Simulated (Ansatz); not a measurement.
**Point defect C_Sb in zinc-blende GaSb**

Method: PBE, PAW (plane waves to 420 eV; Ansatz, a first-principles code). Set-up: 64-site cell; 2×2×2 shifted k-points; start: the Sb site; no spin–orbit coupling; the functional closes the host's gap; finite-size errors of tenths of an eV.

Neighbours after relaxation, in Å: of the C atom: Ga 2.10, Ga 2.10, Ga 2.10, Ga 2.10.

```json
[
 {"charge": "0†", "moment (μB)": "quenched", "largest move off a lattice site (Å)": "0.59"}
]
```

† Not settled in this cell, so no level is given: charge 0: a level filled in part.

Starting moments that weren't kept: charge 0 began with 1 μB and ended with 0.0.
